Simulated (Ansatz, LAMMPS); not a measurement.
Bulk modulus of L1₂ (Cu3Au-type) Ni₃Al: levels of theory against measurement

Reference value: 174 GPa (measured, temperature not stated, not corrected to a static lattice; as tabulated in Zarkevich et al. (2023), arXiv:2304.06869).

| level (code) | value (GPa) | cell (Å³/atom) | difference (%) |
|---|---|---|---|
| MEAM MoCoNiVFeAlCr_2nn.meam (LAMMPS) | 182 | 11.37 | +4.6 |
| PBE (Ansatz) | 182 | 11.34 | +4.6 |
| PBEsol (Ansatz) | 203 | 10.90 | +16.7 |
| PBEsol-D3(BJ) (Ansatz) | 220 | 10.56 | +26 |
| rVV10 (Ansatz) | 180 | 11.48 | +3.4 |
| r²SCAN-D4 (Ansatz) | 208 | 10.86 | +19.5 |
| r²SCAN+rVV10 (Ansatz) | 207 | 10.87 | +19.0 |
| PBE0 (Ansatz) | 183 | 11.09 | +5.2 |
| r²SCANh (Ansatz) | 200 | 10.92 | +14.9 |

Leaving aside MEAM MoCoNiVFeAlCr_2nn.meam (doubt noted below): The reference's temperature isn't stated, so close values are not ranked against it.

The reference isn't brought to a static lattice, while the calculations are for one, so the differences are not the levels' errors alone. A static lattice is as a rule stiffer than a warm one, by over a tenth in soft solids. Spin-polarised runs: PBE (parallel moments), PBEsol (parallel moments), PBEsol-D3(BJ) (parallel moments), rVV10 (parallel moments), r²SCAN-D4 (parallel moments), r²SCAN+rVV10 (parallel moments), PBE0 (parallel moments), r²SCANh (parallel moments). MEAM MoCoNiVFeAlCr_2nn.meam: the potential file covers more elements than this solid holds. Each level is taken at its own relaxed cell. Cutoffs and k meshes differ between the levels. Ansatz's density-functional and Hartree–Fock values are scalar-relativistic unless marked +SOC, with PAW data made under PBE.

Empirical potentials (MEAM MoCoNiVFeAlCr_2nn.meam) are fitted to chosen data: where that held the value shown, agreement is built in, and what lay outside the fit can be far off.

Differences are worked out from the printed values.

Ansatz is an electronic-structure program.
